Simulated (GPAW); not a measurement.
```
CaSi
1.0
    2.28886    -5.37240     0.00000
    2.28886     5.37240     0.00000
    0.00000     0.00000     3.92493
Ca Si
2 2
Direct
  0.13851   0.86149   0.26274
  0.86149   0.13851   0.75000
  0.43155   0.56845   0.25000
  0.56845   0.43155   0.75000
```

Computed with LDA (Perdew-Wang 92), GPAW PAW datasets LDA (gpaw-data 1.0.1) (plane waves; GPAW).

The set-up and first iterations of a GPAW log for CaSi (Cm, 4 atoms in the cell):

```
Input parameters:
  convergence: {forces: 0.001}
  kpts: [7 7 7]
  maxiter: 120
  mode: {ecut: 600.0,
         name: pw}
  nbands: -10
  occupations: {fixmagmom: False,
                name: fermi-dirac,
                width: 1.0}
  symmetry: {symmorphic: False,
             tolerance: 0.0005}

species:
  Ca:
    name: Calcium
    Z: 20.0
    valence: 10
    core: 10
    charge: 0.0
    file: Ca.LDA.gz

    # Using partial waves for Ca as LCAO basis

  Si:
    name: Silicon
    Z: 14.0
    valence: 4
    core: 10
    charge: 0.0
    file: Si.LDA.gz

    # Using partial waves for Si as LCAO basis

Reference energy: -52650.252075  # eV

Spin-paired calculation

Convergence criteria:
 Maximum [total energy] change in last 3 cyles: 0.0005 eV / valence electron
 Maximum integral of absolute [dens]ity change: 0.0001 electrons / valence electron
 Maximum integral of absolute [eigenst]ate change: 4e-08 eV^2 / valence electron
   [... lines left out ...]
  width: 1.0000  # eV

Eigensolver

Densities:
  Coarse grid: 35*35*24 grid
  Fine grid: 70*70*48 grid
  Total Charge: 0.000000

Density mixing:
  Method: separate
  Backend: pulay
  Linear mixing parameter: 0.05
  old densities: 5
  Damping of long wavelength oscillations: 50

Hamiltonian:
  XC and Coulomb potentials evaluated on a 70*70*48 grid
  External potential:
    NoExternalPotential

Number of atoms: 4
Number of atomic orbitals: 18
Number of bands in calculation: 24
Number of valence electrons: 28
Bands to converge: occupied

Density initialized from atomic densities
  18 bands from LCAO basis set
  6 bands from random numbers

Atomic positions and initial magnetic moments

Positions:
   0 Ca     2.288862    3.884136    1.031231    ( 0.0000,  0.0000,  0.0000)
   1 Ca     2.288862   -3.884136    2.943695    ( 0.0000,  0.0000,  0.0000)
   2 Si     2.288862    0.735481    0.981232    ( 0.0000,  0.0000,  0.0000)
   3 Si     2.288862   -0.735481    2.943695    ( 0.0000,  0.0000,  0.0000)

Unit cell:
           periodic     x           y           z      points  spacing
  1. axis:    yes    2.288862   -5.372398    0.000000    35     0.1203
  2. axis:    yes    2.288862    5.372398    0.000000    35     0.1203
  3. axis:    yes    0.000000    0.000000    3.924927    24     0.1635

  Lengths:   5.839653   5.839653   3.924927
  Angles:   90.000000  90.000000 133.848011

Effective grid spacing dv^(1/3) = 0.1486
     iter     time        total  log10-change:
                         energy   eigst   dens  force
iter:   1 --:--:--   -18.651719
iter:   2 --:--:--   -18.864893   -0.56  -1.23
iter:   3 --:--:--   -18.794888   -0.93  -1.32
iter:   4 --:--:--   -18.715818   -1.20  -1.38
iter:   5 --:--:--   -18.689528   -1.73  -1.62
```

Will this run converge, and how will it end?

The run ended unconverged after 120 iterations. It gives no final result for the task that was set. The log goes on:

```
   [... 2 lines left out ...]
iter:   8 --:--:--   -18.697911   -2.56  -2.62
iter:   9 --:--:--   -18.704047   -2.63  -2.45
iter:  10 --:--:--   -18.718282   -2.78  -2.80
   [... lines left out ...]
iter: 119 --:--:--   -18.704667c  -6.51  -5.87c
iter: 120 --:--:--   -18.704667c  -6.54  -5.87c

Did not converge!

Here are some tips:

1) Make sure the geometry and spin-state is physically sound.
2) Use less aggressive density mixing.
3) Solve the eigenvalue problem more accurately at each scf-step.
4) Use a smoother distribution function for the occupation numbers.
5) Try adding more empty states.
6) Use enough k-points.
7) Don't let your structure optimization algorithm take too large steps.
8) Solve the Poisson equation more accurately.
9) Better initial guess for the wave functions.

See details here:

    https://gpaw.readthedocs.io/documentation/convergence.html
Traceback (most recent call last):
   [... frames left out ...]
gpaw.KohnShamConvergenceError: Did not converge!  See text output for help.
```

The starting cell comes from a database of computed structures (which also holds hypothetical and non-ambient phases and stackings), without a prior relaxation at this level. Its lattice was rescaled by up to half a per cent. One atom was moved a little off its site on purpose.

The run was DFT LDA (Perdew-Wang 92), plane waves, GPAW PAW datasets LDA (gpaw-data 1.0.1). Main settings of its input:

- mode = pw
- ecut = 600 eV
- xc = LDA
- kpts = 7 7 7
- mesh shift (steps) = 0 0 0
- occupations.name = fermi-dirac
- occupations.width = 1 eV
- nbands = -10
- convergence.forces = 0.001 eV/Å
- symmetry.symmorphic = false
- symmetry.tolerance = 0.0005
- maxiter = 120
